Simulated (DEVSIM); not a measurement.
DEVSIM, 1D drift-diffusion, Boltzmann statistics, complete ionisation; no tunnelling, impact ionisation, image-force lowering or self-heating. Metal contacts follow the ideal Schottky-Mott rule: no Fermi-level pinning, no interface dipoles.

Device: Schottky contact on p-type GaSb, at 300 K.

```
layer (left to right)  material  thickness (μm)  Na (cm⁻³)   τn (s)   τp (s)
---------------------  --------  --------------  ---------  -------  -------
1                          GaSb            7.50     9.4e15  4.2e-10  4.2e-10
```

Left contact: Schottky, work function 4.476 eV, emission velocity 8e6 cm/s. Right contact: ohmic. Voltage is applied to the left contact. Recombination: SRH at mid-gap, Auger. Mobility is μmin + (μ − μmin)/(1 + (N/Nref)^α).

This is a model device: material constants are rounded textbook-type values typed into the input, and sizes, dopings and lifetimes were drawn at random. Values at 300 K.

```
parameter        GaSb
-------------  ------
gap (eV)        0.726
affinity (eV)    4.06
permittivity     15.7
Nc (cm⁻³)      2.1e17
Nv (cm⁻³)      1.8e19
μn (cm²/Vs)      5000
μp (cm²/Vs)       850
μn,min           1000
μp,min            190
Nref,n         2.8e17
Nref,p           9e17
αn               1.05
αp               0.65
Cn (cm⁶/s)      5e-30
Cp (cm⁶/s)      5e-30
```

One input was changed, with this effect: potential step across the device at zero bias 0.115 → 0.015 V; largest field in the device at zero bias 14000 → 2700 V/cm.

Problem. Which change was it?
A. thickness of layer 1 7.5 → 1.5 μm
B. Auger recombination switched off
C. metal work function 4.476 → 4.576 eV
D. minority lifetime in layer 1 4.2e-10 → 4.2e-09 s
E. constant mobility in place of the doping-dependent one

Solution. C, metal work function 4.476 → 4.576 eV
